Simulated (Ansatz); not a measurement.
**Effect of isotropic strain +3.00 % on ZnO**

Base system: ZnO in the wurtzite structure (space group P6_3mc, No. 186; a = 3.187 Å, c = 5.153 Å).

Now apply this change: every lattice vector is stretched by 3.00 %; the atoms relax in the strained cell.

Computed with LDA (Ansatz, a program for electronic structure), spin-orbit coupling left out. Γ-centred 12×12×7 mesh, Fermi–Dirac width 0.05 eV.

The volume per atom rises by 1.05 Å³ to 12.38 Å³ and the space group is still P6_3mc (No. 186). The shortest interatomic distance goes up by 0.058 Å to 2.002 Å and the energy rises by 42 meV/atom. The pressure (mean of the normal stresses, compression positive) goes from zero to -11.72 GPa and the band gap shrinks by 0.14 eV to 0.66 eV. The gap character remains direct at Γ and the mean gap deformation potential ΔEg/Δln V is -1.6 eV. The electron mass becomes 0.12 mₑ (at Γ) (base: 0.15 mₑ (at Γ)) and the valence-band top at Γ (three highest levels, from the VBM) changes from 0.00, 0.00, -0.11 eV to 0.00, 0.00, -0.08 eV.

Final structure:

```yaml
crystal:
  lattice:
    - [3.28254, 0.00000, 0.00000]
    - [-1.64127, 2.84277, 0.00000]
    - [0.00000, 0.00000, 5.30715]
  atoms:
    - { symbol: Zn, position: [0.33333, 0.66667, 0.00178] }
    - { symbol: Zn, position: [0.66667, 0.33333, 0.50178] }
    - { symbol: O, position: [0.33333, 0.66667, 0.38022] }
    - { symbol: O, position: [0.66667, 0.33333, 0.88022] }
```

Effective masses come from finite differences of ±0.01 Å⁻¹. Gaps are Kohn–Sham eigenvalue differences; semilocal functionals usually give less than the measured gap. Whether these cells are dynamically stable was not tested.
